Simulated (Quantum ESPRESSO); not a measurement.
**Habitual settings against a tight run: AgPPt₅ (P4/mmm, 7 atoms in the cell)**

Self-consistent single point.

```xyz
7
Lattice="4.0613 0.0000 0.0000 0.0000 4.0613 0.0000 0.0000 0.0000 7.2945" Properties=species:S:1:pos:R:3 pbc="T T T"
Ag     2.0306     2.0306     0.0000
P      0.0000     0.0000     3.6473
Pt     0.0000     0.0000     0.0000
Pt     2.0306     0.0000     5.1280
Pt     2.0306     0.0000     2.1666
Pt     0.0000     2.0306     5.1280
Pt     0.0000     2.0306     2.1666
```

Computed with LDA (PZ), GBRV 1.5 ultrasoft (LDA) pseudopotentials (plane waves; Quantum ESPRESSO).

Base settings: ecutwfc = 40 Ry; ecutrho = 320 Ry; occupations = smearing; smearing = fd; degauss = 0.0099958 Ry; potentials = {Ag: ag_lda_v1.4.uspp.F.UPF, P: p_lda_v1.5.uspp.F.UPF, Pt: pt_lda_v1.4.uspp.F.UPF}; K_POINTS = automatic 6 6 3 1 1 1; conv_thr = 1e-09 Ry; mixing_beta = 0.7.

Tight run (finer mesh or higher cutoff; not a proven limit): ecutwfc: 40 Ry → 56 Ry; ecutrho: 320 Ry → 448 Ry; conv_thr: 1e-09 Ry → 7.3e-11 Ry; K_POINTS: automatic 6 6 3 1 1 1 → automatic 9 9 5 1 1 1. It gave Fermi level (on the code's own zero) 16.64 eV; pressure -24.75 GPa; largest force (vector length) 0.098 eV/Å.

Quick runs, as changes from the base:
- A: the base itself
- B: ecutwfc: 40 Ry → 32 Ry; ecutrho: 320 Ry → 256 Ry; conv_thr: 1e-09 Ry → 7.3e-05 Ry; K_POINTS: automatic 6 6 3 1 1 1 → automatic 6 6 6 1 1 1
- C: ecutwfc: 40 Ry → 24 Ry; ecutrho: 320 Ry → 192 Ry; K_POINTS: automatic 6 6 3 1 1 1 → automatic 6 6 6 1 1 1
- D: ecutwfc: 40 Ry → 28 Ry; ecutrho: 320 Ry → 224 Ry; smearing: fd → mp; degauss: 0.0099958 Ry → 0.019992 Ry; conv_thr: 1e-09 Ry → 7.3e-06 Ry; K_POINTS: automatic 6 6 3 1 1 1 → automatic 4 4 4 1 1 1

Energies are extrapolated to zero smearing width, which holds to low order in the width alone (under cold and Methfessel-Paxton smearing the free energy itself is taken).

Dashes: pressure of B, D, not trusted under this conv_thr with d or f elements; time of D, under 30 s.

The count of work is k-points × plane waves × bands × iterations; it is no time. Core times come from one kind of shared machine and are given to one figure; runs under 30 s give none.

The starting cell comes from a database of computed structures (which also holds hypothetical and non-ambient phases and stackings), without a prior relaxation at this level. Its lattice was rescaled by a random factor within 2.5 % of one. Spin polarisation is off. In the base run, with a pressure of about -25 GPa the cell is away from its equilibrium volume at this level.

```csv
run,energy less tight (meV/atom),pressure less tight (GPa),largest miss in a force vector (eV/Å),count of work / tight,core time / tight (rough)
A,22.9,-0.62,0.014,0.15,0.2
B,40.7,–,0.001,0.12,0.2
C,1158.8,-78.92,0.050,0.10,0.1
D,148.9,–,0.131,0.033,–
```

Among the runs at the tight run's level, the energy misses run from 22.9 to 1158.8 meV/atom.

Left out of this page: 2 runs of the series outside the window shown, repeating another row's setting, or not comparable.
